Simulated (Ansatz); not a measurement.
Start from GaSb in the zinc blende structure (space group F-43m, No. 216; a = 6.2141 Å).

All numbers come from Ansatz (a quantum-chemistry and plane-wave program) PBE, scalar-relativistic without spin-orbit coupling, earlier PAW set.

For the base:

```
Quantity            Value
---------------  --------
Volume per atom  29.99 Å³
```

One thing is altered: hydrostatic tension (pressure −2 GPa).

Problem. What happens to the volume per atom?

Solution. The volume per atom increases by 1.57 Å³, from 29.99 Å³ to 31.56 Å³.

Load acts through the strain it causes; cell and atoms are relaxed under it. Whether these cells are dynamically stable was not tested. The final runs are not spin-polarised.
